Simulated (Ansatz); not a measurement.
System: CsCl-type CeAg. Method: LDA (plane waves, PAW; Ansatz, a quantum-chemistry and plane-wave program).

Settings: plane-wave cutoff 500 eV, 16×16×16 k mesh, Fermi–Dirac smearing 0.1 eV, spin-polarised start, scalar-relativistic PAW data made under PBE.

Computed at the level's own relaxed cell.

Problem. Predict the equilibrium volume per atom and lattice parameter a.

Solution. 
* **equilibrium volume per atom**: 23.62 Å³/atom
* **lattice parameter a**: 3.615 Å

The run finds no gap.

Note: the magnetic order was assumed, not searched for or taken from measurement; the 4f shell is treated without U or exact exchange, so its levels and filling can be wrong; the volume lies 13 % below that of the published cell.

Spin–orbit coupling is not included.

Computed values are for the static lattice.

Computing time: around 3 core-minutes (rough).
